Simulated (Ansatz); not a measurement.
Cl on the 1x1 (0001) surface of hcp Ti, one in a 2x2 cell: adsorption energies (eV for each) against ½ Cl2(g) in Ansatz (plane waves, PAW). Structures relaxed with PBE; the other functionals are single points on them, with slab and gas at the same level. No dispersion, zero-point or thermal terms. Rows are starts at which the adsorbate stayed; left out, since it moved away, changed or didn't bind there, or the run didn't converge: bridge Ti-Ti (span 2.9 Å).

Set-up: 17 atoms, 6.8 Å thick at the start under the adsorbate (thin: gaps and levels are the slab's own); mesh 6x6x1; 0.1 eV smearing; dipole correction on; 8 atoms held, the rest relaxed; each run with such symmetry as its start has; no spin, no spin-orbit, no U, no dispersion correction.

| site | PBE | RPBE | r2SCAN |
|---|---|---|---|
| top Ti | -2.73 | -2.65 | -3.02 |
| hollow Ti-Ti-Ti | -3.57 | -3.35 | -4.04 |
| hollow Ti-Ti-Ti over Ti at depth 2.2 Å | -3.48 | -3.29 | -3.87 |

RPBE moves the energies by 0.17 eV on average against PBE and puts 'hollow Ti-Ti-Ti' lowest, as PBE does. r2SCAN moves the energies by -0.38 eV on average against PBE and puts 'hollow Ti-Ti-Ti' lowest, as PBE does.

Ansatz is a quantum-chemistry and plane-wave program.
